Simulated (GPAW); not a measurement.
GPAW 25.7.0, DFT, PBE, plane waves, PAW datasets of gpaw-data 1.0.1: SiMo3 (from the phase in space group 223, mp-1275) (Si2Mo6), 8 atoms. Basis and mesh were picked for this test and aren't claimed converged.

```json
{
 "cell": "4.89, 4.89, 4.89 Å; 90, 90, 90°",
 "task": "scf",
 "mode.name": "pw",
 "mode.ecut": "350 eV",
 "xc": "PBE",
 "k mesh": "4×4×4",
 "kpts.gamma": "true",
 "occupations.name": "fermi-dirac",
 "occupations.width": "0.02 eV",
 "convergence.density (electrons an electron)": "1e-05",
 "maxiter": "150",
 "parallel.kpt": "2",
 "parallel.band": "1",
 "parallel.domain": "1",
 "parallel.sl_auto": "false",
 "parallel.augment_grids": "true",
 "mixer.backend": "pulay (default)",
 "mixer.method": "separate (default)",
 "mixer.beta": "0.05 (default)",
 "mixer.nmaxold": "5 (default)",
 "mixer.weight": "50 (default)",
 "convergence.eigenstates (eV² an electron)": "4e-08 (default)",
 "convergence.energy (eV an electron)": "0.0005 (default)",
 "k-points after symmetry (base settings)": "11",
 "bands (base settings)": "60",
 "electrons (base settings)": "92",
 "plane waves (base settings)": "1763",
 "coarse grid (base settings)": "24*24*24",
 "symmetry operations (base settings)": "24"
}
```

One run each.

All on 2 ranks. Base settings, kept where nothing else is said: eigensolver.name = dav (default), eigensolver.niter = 2 (default) (basis, eigensolver.blocksize not set). The settings tried:
- eigensolver.name = rmm-diis, eigensolver.niter = 1
- eigensolver.name = rmm-diis, eigensolver.niter = 3 (default), eigensolver.blocksize = 1
- basis = dzp
- eigensolver.name = rmm-diis, eigensolver.niter = 3 (default), eigensolver.blocksize = 32
- eigensolver.niter = 3
- basis = sz(dzp)
- eigensolver.name = cg
- eigensolver.name = cg, eigensolver.niter = 4
- the base settings
- eigensolver.niter = 4

Which settings need the fewest SCF iterations, which the most, and do any fail to converge?

Fewest SCF iterations: eigensolver.niter = 3 (19). Most among those that reach the base run's result: eigensolver.name = rmm-diis, eigensolver.niter = 3 (default), eigensolver.blocksize = 32 (44); eigensolver.name = rmm-diis, eigensolver.niter = 3 (default), eigensolver.blocksize = 1 (41); eigensolver.name = cg (40). No convergence: eigensolver.name = rmm-diis, eigensolver.niter = 1 (not converged within maxiter = 150).

```json
[
 {"setting": "eigensolver.niter = 3", "SCF iterations": "19", "end": "converged"},
 {"setting": "eigensolver.niter = 4", "SCF iterations": "24", "end": "converged"},
 {"setting": "basis = dzp", "SCF iterations": "26", "end": "converged"},
 {"setting": "basis = sz(dzp)", "SCF iterations": "29", "end": "converged"},
 {"setting": "the base settings", "SCF iterations": "32", "end": "converged"},
 {"setting": "eigensolver.name = cg, eigensolver.niter = 4", "SCF iterations": "32", "end": "converged"},
 {"setting": "eigensolver.name = cg", "SCF iterations": "40", "end": "converged"},
 {"setting": "eigensolver.name = rmm-diis, eigensolver.niter = 3 (default), eigensolver.blocksize = 1", "SCF iterations": "41", "end": "converged"},
 {"setting": "eigensolver.name = rmm-diis, eigensolver.niter = 3 (default), eigensolver.blocksize = 32", "SCF iterations": "44", "end": "converged"},
 {"setting": "eigensolver.name = rmm-diis, eigensolver.niter = 1", "SCF iterations": "150", "end": "not converged"}
]
```

An iteration's cost differs between solvers, so these counts don't give the time.
